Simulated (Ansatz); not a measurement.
**BP: response to strain**

The parent structure is BP in the zinc blende structure (space group F-43m, No. 216; a = 4.5202 Å). Axes: x, y, z lie along the cube axes.

Strains are applied to the cell and any free atomic positions relax; under biaxial strain the out-of-plane vector relaxes too; under stress the whole cell relaxes.

All numbers come from Ansatz (a quantum-chemistry and plane-wave program), PBEsol, PAW, cutoff 420 eV, no spin-orbit coupling.

Notes on the quantities. energy relative to the base: free energy F; pressure: mean of the normal stresses, compression positive.

```tsv
variant	band gap	energy relative to the base	pressure	electron mass
base	1.11 eV	0 meV/atom	-0.01 GPa	1.3 mₑ along k, 0.22 mₑ across (off the special points)
biaxial strain −0.91 %, plane normal [001], relaxed out of plane	0.99 eV	+2.4 meV/atom	2.44 GPa	1.3 mₑ along k, 0.22 mₑ across (off the special points)
biaxial strain +1.79 %, plane normal [001], relaxed out of plane	0.77 eV	+8.7 meV/atom	-4.37 GPa	1.2 mₑ along k, 0.22 mₑ across (off the special points)
uniaxial strain ε_zz = −5.10 %	___	+34 meV/atom	9.69 GPa	1.2 mₑ along k, 0.22 mₑ across (off the special points)
uniaxial strain ε_zz = −1.63 %	0.84 eV	+3.3 meV/atom	2.86 GPa	1.2 mₑ along k, 0.22 mₑ across (off the special points)
uniaxial stress, 2 GPa tension along z	___	+0.5 meV/atom	–	1.3 mₑ along k, 0.22 mₑ across (off the special points)
```

Question: Some entries are withheld; estimate them.

Answer: 
- uniaxial strain ε_zz = −5.10 %, band gap: 0.25 eV
- uniaxial stress, 2 GPa tension along z, band gap: 1.08 eV

Effective masses come from finite differences of ±0.01 Å⁻¹. Along k means along the line from Γ to the band edge. Stability under load was not tested beyond the relaxation. The zero or small gap of BP under uniaxial strain ε_zz = −5.10 % can change with the level of theory. Labels are those of the standard path for the cell's own space group.
